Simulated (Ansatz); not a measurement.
The starting structures come from a database of crystals and need not be the phases stable at ambient conditions.

Tunnelling through a barrier is set by its complex band structure: the current falls as exp(−2κd) with the smallest κ.

Here is the system:

```
CELL_PARAMETERS angstrom
      3.77981     0.00000     0.00000
      1.88991     6.30601     0.00614
      1.88991     0.56326     3.22459
ATOMIC_POSITIONS crystal
  Sr 0.76020 0.71941 0.76020
  Sr 0.23980 0.28059 0.23980
  H  0.00000 0.00000 0.00000
  N  0.50000 0.50000 0.50000
```

Space group of this cell: R-3m. The cell was relaxed by PBE-D3(BJ); by PBEsol its mean pressure is -0.5 GPa.

Transport runs along the normal of the first two printed cell vectors, the (101) plane of the conventional cell.

The gap is the functional's own. No spin-orbit coupling. Mid-gap values are interpolated on the energy grid.

Question: Compute, with PBEsol run with Ansatz (a first-principles code), the band gap and the smallest decay constant κ at mid-gap.

Answer: Gap 1.72 eV on a 10×10×10 mesh; κ = 0.246 1/Å, at the zone centre.
